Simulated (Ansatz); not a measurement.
Start from AlRu in the CsCl type structure (space group Pm-3m, No. 221; a = 2.983 Å).

Computed with r2SCAN (Ansatz, an electronic-structure program, PAW, without spin-orbit coupling).

Before the change:

The pressure is 0.0 GPa.

Perturbation: the cell is scaled by 0.9811 in all directions, atoms relaxed at fixed cell.

Question: What happens to the pressure?

Answer: The pressure goes from zero to 14.3 GPa.

Question: Estimate the effect on the energy relative to the base.

Answer: The energy goes up by 31 meV/atom.

The cells carry an imposed strain or load. Whether these cells are dynamically stable was not tested. All final runs are without spin polarisation.
